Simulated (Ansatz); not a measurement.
The structure below was relaxed with r2SCAN, PAW, 500 eV (Ansatz, a first-principles code; no spin-orbit coupling), at pressure 7 GPa.

Space group Fm-3m (No. 225); a = b = c = 6.140 Å, α = β = γ = 90.00°

```json
[
 {"atom": "Zr", "site": "4a", "symmetry": "m-3m", "x": "0.0000", "y": "0.0000", "z": "0.0000"},
 {"atom": "S", "site": "8c", "symmetry": "-43m", "x": "0.2500", "y": "0.2500", "z": "0.2500"}
]
```

Q: Write out a cell with all atoms.

A: 
```xyz
12
Lattice="6.1397 0.0000 0.0000 0.0000 6.1397 0.0000 0.0000 0.0000 6.1397" Properties=species:S:1:pos:R:3 pbc="T T T"
Zr     0.0000     0.0000     0.0000
S      1.5349     4.6048     4.6048
S      1.5349     1.5349     4.6048
Zr     0.0000     3.0699     3.0699
S      1.5349     1.5349     1.5349
S      1.5349     4.6048     1.5349
Zr     3.0699     0.0000     3.0699
S      4.6048     4.6048     1.5349
S      4.6048     1.5349     1.5349
Zr     3.0699     3.0699     0.0000
S      4.6048     1.5349     4.6048
S      4.6048     4.6048     4.6048
```
This is the conventional cell.

A case with no gap was solved on a k-mesh chosen for an insulator, which is coarse for it. Load acts through the strain it causes; cell and atoms are relaxed under it. No phonon test of stability was made. Competing high-pressure phases were not computed. The final runs are not spin-polarised. The cell was made from ZrS2 in the fluorite structure (space group Fm-3m, No. 225; a hypothetical phase, not in the database extracts checked) by this change: pressure 7 GPa.
